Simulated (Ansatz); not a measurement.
Start from Rh in the fcc (Cu type) structure (space group Fm-3m, No. 225; a = 3.830 Å).

Computed with Ansatz (a first-principles code), PBE, PAW, cutoff 420 eV, scalar-relativistic without spin-orbit coupling.

For the base:

```
Property               Value
-------------------  -------
Lattice parameter a  3.830 Å
```

Perturbation: cell and atoms relaxed at a pressure of 2.1 GPa.

Problem. What does the calculation give for the lattice parameter a after the change?

Solution. The lattice parameter a decreases by 0.010 Å to 3.820 Å.

Load acts through the strain it causes; cell and atoms are relaxed under it. Stability against distortions was not tested. The final runs are not spin-polarised.
